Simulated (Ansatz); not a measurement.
End structure of a constructed model of the (111) surface of fcc Pd, a pseudomorphic layer of Cr in the host's stacking (bottom of the slab: a bare face, its two planes held):

```
CELL_PARAMETERS angstrom
      2.78861     0.00000     0.00000
     -1.39431     2.41501     0.00000
      0.00000     0.00000    30.00000
ATOMIC_POSITIONS crystal
  Pd 0.33333 0.66667 0.27006
  Pd 0.66667 0.33333 0.34595
  Pd 0.00000 0.00000 0.42162
  Pd 0.33333 0.66667 0.49753
  Pd 0.66667 0.33333 0.57370
  Pd 0.00000 0.00000 0.65130
  Cr 0.33333 0.66667 0.72117
```

Model: 7-atom slab, 13.8 Å thick at the start, 15x15x1 mesh, Fermi-Dirac 0.1 eV, dipole correction, 2 atoms held, the rest relaxed; start symmetry kept, larger cells not searched; spin-polarised, ending with about 3.1 μB a cell; orders that need a larger cell were not tried, no spin-orbit, no U. In PBE it is, or lies within 0.01 eV a 1x1 cell of, the lowest of the 2 structures of its composition computed so far; larger cells were not tried.

Task: Estimate the work function of the top face that PBE (Ansatz, a quantum-chemistry and plane-wave program) returns for this input.

Result: 4.31 eV
